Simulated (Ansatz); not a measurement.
Base system: LaAs in the CsCl type structure (space group Pm-3m, No. 221; a = 3.743 Å; a hypothetical phase, not in the database extracts checked; relaxed with 0.1 eV smearing). Axes: x, y, z lie along the cube axes.

Computed with r2SCAN (Ansatz, a quantum-chemistry and plane-wave program), no spin-orbit coupling.

Before the change:

* **Pressure**: 0.0 GPa

Perturbation: biaxial strain −3.65 %, plane normal [001], relaxed out of plane (Cartesian); in-plane vectors clamped, the third vector and the atoms free.

Problem. Estimate the effect on the energy relative to the base.

Solution. The energy goes up by 36 meV/atom.

Problem. How does this affect the pressure?

Solution. The pressure (mean of the normal stresses, compression positive) goes from zero to 4.1 GPa.

No phonon test of stability was made. The final runs are not spin-polarised.
